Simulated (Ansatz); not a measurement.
Here is the system:

```
InP
1.0
    0.00000     2.93916     2.93916
    2.93916     0.00000     2.93916
    2.93916     2.93916     0.00000
In P
1 1
Direct
  0.00000   0.00000   0.00000
  0.25000   0.25000   0.25000
```

Level of theory: PBEsol with spin-orbit coupling, rigid bands (plane waves, PAW; Ansatz, a first-principles code). Cell: cell and atoms relaxed with PBEsol.

**Question.** What conductivity effective mass do dilute holes have at 300 K?

**Answer.** 0.56 mₑ.

**Question.** Predict the electron conductivity mass (n e² τ/σ) at 300 K, by direction if it differs.

**Answer.** 0.056 mₑ.

**Question.** And the band gap?

**Answer.** 0.54 eV at this level; semilocal functionals usually fall short of the measured gap.

Rigid bands, one relaxation time for all states, no polarons.
